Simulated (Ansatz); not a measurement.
The reference is InP in the zinc blende structure (space group F-43m, No. 216).

```
InP
1.0
    0.00000     2.97976     2.97976
    2.97976     0.00000     2.97976
    2.97976     2.97976     0.00000
In P
1 1
Direct
  0.00000   0.00000   0.00000
  0.25000   0.25000   0.25000
```

All numbers come from PBE (Ansatz, an electronic-structure program, PAW, no spin-orbit coupling).

For the base:

```
Quantity                Result
-------------  ---------------
Gap character      direct at Γ
Electron mass  0.037 mₑ (at Γ)
```

Perturbation: the cell is scaled by 0.9800 in all directions, atoms relaxed at fixed cell.

Task: How does this affect the mean gap deformation potential ΔEg/Δln V, gap character, energy relative to the base and electron mass?

Result: The mean gap deformation potential ΔEg/Δln V comes out as -5.5 eV; the gap character is still direct at Γ; the energy goes up by 19 meV/atom; the electron mass changes from 0.037 mₑ (at Γ) to 0.060 mₑ (at Γ).

The cells carry an imposed strain or load. Effective masses come from finite differences of ±0.01 Å⁻¹. Stability against distortions was not tested.
